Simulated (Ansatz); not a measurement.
# What x(Os) = 0.5, 10 atoms, P4/mmm (arrangement B) does to Ca3GeO

Consider Ca3GeO in the anti-perovskite structure (space group Pm-3m, No. 221; a = 4.670 Å).

The other end (x = 1) is Ca3OsO in the anti-perovskite structure (space group Pm-3m, No. 221; a hypothetical phase, not in the database extracts checked): 19.26 Å³/atom, gap zero; this end may not be an ambient phase.

Perturbation: Os replaces 50.0 % of the Ge, ordered in a cell of 10 atoms (starting symmetry P4/mmm) and fully relaxed.

All numbers come from plane-wave PAW DFT at the PBEsol level (Ansatz, a program for electronic structure, 420 eV), spin-orbit coupling left out. k-mesh 10×10×5 (Γ-centred); smearing 0.05 eV (Fermi–Dirac), for the changed cell.

```csv
quantity,base,changed,shift
volume per atom,20.37 Å³,19.83 Å³,-0.54 Å³
density,3.40 g/cm³,4.48 g/cm³,+1.08 g/cm³
shortest interatomic distance,2.335 Å,2.289 Å,-0.046 Å
band gap,zero,zero,–
mixing energy (to 0.01 eV only: unlike meshes or grids) (against an end that may be hypothetical),–,0.00 eV/atom,–
deviation of the volume from the linear (Vegard-type) interpolation,–,+0.1 %,–
```

These are small ordered cells, not random alloys; other orderings at the same x differ. With Os present, leaving out spin-orbit coupling can change the band edges. Whether these cells are dynamically stable was not tested. No Hubbard U is applied, and correlation can decide whether such a compound is a metal. All final runs are without spin polarisation. A zero or small gap of Ca6OsGeO2 and Ca3GeO can be the functional's error rather than a property of the material.
